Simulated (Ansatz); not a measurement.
```xyz
5
Lattice="5.8721 0.0000 0.0000 0.0000 5.8721 0.0000 0.0000 0.0000 5.6959" Properties=species:S:1:pos:R:3 pbc="T T T"
Cs     0.0000     0.0000     0.0000
Pb     2.9360     2.9360     2.8480
Br     2.9360     0.0000     2.8480
Br     0.0000     2.9360     2.8480
Br     2.9360     2.9360     0.0000
```

No spin polarisation.

Computed with PBEsol/PAW in Ansatz (a quantum-chemistry and plane-wave program), no spin-orbit coupling. k-mesh 6×6×6 (Γ-centred); smearing 0.05 eV (Fermi–Dirac).

### Question
What band gap does the calculation give?

### Answer
1.21 eV.

### Question
What gap character does the calculation give?

### Answer
Direct at A.

With Pb present, leaving out spin-orbit coupling can change the band edges. The cells carry an imposed strain or load. No phonon test of stability was made. The cell was made from CsPbBr₃ in the cubic perovskite structure (space group Pm-3m, No. 221) by this change: uniaxial strain ε_zz = −3.00 %. Many cubic perovskites are stable only at high temperature; tilts and polar distortions were not tested. This is not the structure that CsPbBr3 has at room temperature and ambient pressure.
